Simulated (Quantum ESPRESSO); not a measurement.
Quantum ESPRESSO run on Al₃Pt₅ (Pbam, 16 atoms in the cell): self-consistent single point.

Computed with PBEsol, GBRV 1.5 ultrasoft (PBESOL) pseudopotentials (plane waves; Quantum ESPRESSO).

```yaml
crystal:
  lattice:
    - [5.42852, 0.00000, 0.00000]
    - [0.00000, 10.79197, 0.00000]
    - [0.00000, 0.00000, 3.97142]
  atoms:
    - { symbol: Al, position: [0.18374, 0.63932, 0.50000] }
    - { symbol: Al, position: [0.81626, 0.36068, 0.50000] }
    - { symbol: Al, position: [0.68374, 0.86068, 0.50000] }
    - { symbol: Al, position: [0.31626, 0.13932, 0.50000] }
    - { symbol: Al, position: [0.50000, 0.50000, 0.00000] }
    - { symbol: Al, position: [0.00000, 0.00000, 0.00000] }
    - { symbol: Pt, position: [0.29188, 0.39266, 0.50000] }
    - { symbol: Pt, position: [0.70812, 0.60734, 0.50000] }
    - { symbol: Pt, position: [0.79188, 0.10734, 0.50000] }
    - { symbol: Pt, position: [0.20812, 0.89266, 0.50000] }
    - { symbol: Pt, position: [0.43102, 0.73138, 0.00000] }
    - { symbol: Pt, position: [0.56898, 0.26862, 0.00000] }
    - { symbol: Pt, position: [0.93102, 0.76862, 0.00000] }
    - { symbol: Pt, position: [0.06898, 0.23138, 0.00000] }
    - { symbol: Pt, position: [0.50000, 0.00000, 0.00000] }
    - { symbol: Pt, position: [0.00000, 0.50000, 0.00000] }
```

Reference input (self-consistent single point, DFT, PBEsol, plane waves, GBRV 1.5 ultrasoft (PBESOL) pseudopotentials): ecutwfc = 40 Ry; ecutrho = 320 Ry; occupations = smearing; smearing = cold; degauss = 0.0099958 Ry; potentials = {Al: al_pbesol_v1.uspp.F.UPF, Pt: pt_pbesol_v1.4.uspp.F.UPF}; K_POINTS = automatic 4 2 5 0 0 0; conv_thr = 1e-10 Ry; mixing_beta = 0.5. This run's input differs from it in these lines:

```diff
@@ -17,3 +17,3 @@
  smearing = 'cold',
- degauss = 0.0099958,
+ degauss = 0.002205,
 /
@@ -48,3 +48,3 @@
 K_POINTS {automatic}
-4 2 5  0 0 0
+4 2 6  0 0 0
```

Output (repeated stretches shortened):

```
     Self-consistent Calculation

     iteration #  1     ecut=    40.00 Ry     beta= 0.50

     negative rho (up, down):  1.711E+00 0.000E+00

     total energy              =   -2140.15315363 Ry
     estimated scf accuracy    <      16.84888500 Ry

     iteration #  2     ecut=    40.00 Ry     beta= 0.50

     negative rho (up, down):  1.740E+00 0.000E+00

     total energy              =   -2145.31603278 Ry
     estimated scf accuracy    <       7.54595683 Ry

     iteration #  3     ecut=    40.00 Ry     beta= 0.50

     negative rho (up, down):  1.735E+00 0.000E+00

     total energy              =   -2146.49754823 Ry
     estimated scf accuracy    <       0.34754406 Ry

   [... 8 blocks of this kind left out ...]

     iteration # 12     ecut=    40.00 Ry     beta= 0.50

     negative rho (up, down):  1.723E+00 0.000E+00

     total energy              =   -2146.57765281 Ry
     estimated scf accuracy    <          8.6E-10 Ry

     iteration # 13     ecut=    40.00 Ry     beta= 0.50

     negative rho (up, down):  1.723E+00 0.000E+00
     End of self-consistent calculation

     the Fermi energy is    18.1938 ev

!    total energy              =   -2146.57765281 Ry
     estimated scf accuracy    <          2.7E-11 Ry
     smearing contrib. (-TS)   =      -0.00010457 Ry
     internal energy E=F+TS    =   -2146.57754824 Ry

     convergence has been achieved in  13 iterations

     negative rho (up, down):  1.723E+00 0.000E+00

     Forces acting on atoms (cartesian axes, Ry/au):

     atom    1 type  1   force =    -0.00019347    0.00069795    0.00000000
     atom    2 type  1   force =     0.00019347   -0.00069795   -0.00000000
     atom    3 type  1   force =    -0.00019347   -0.00069795    0.00000000
     atom    4 type  1   force =     0.00019347    0.00069795    0.00000000
     atom    5 type  1   force =     0.00000000    0.00000000    0.00000000
   [... lines left out ...]
     Total force =     0.020514     Total SCF correction =     0.000021
   [... lines left out ...]

     negative rho (up, down):  1.723E+00 0.000E+00
          total   stress  (Ry/bohr**3)                   (kbar)     P=      -31.70
  -0.00023279   0.00000000   0.00000000          -34.24        0.00        0.00
   0.00000000  -0.00018667   0.00000000            0.00      -27.46        0.00
   0.00000000   0.00000000  -0.00022693            0.00        0.00      -33.38

   JOB DONE.
```

The run converged in 13 iterations. Against the reference run the free energy goes up by 2.3 meV/atom, the pressure moves little (-3.22 to -3.17 GPa) and the largest force goes from 0.171 to 0.214 eV/Å.

The starting cell comes from a database of computed structures (which also holds hypothetical and non-ambient phases and stackings), without a prior relaxation at this level. Spin polarisation is off. With a pressure of about -3 GPa the cell is away from its equilibrium volume at this level.

Cost on one core of a shared machine: roughly 7 min.
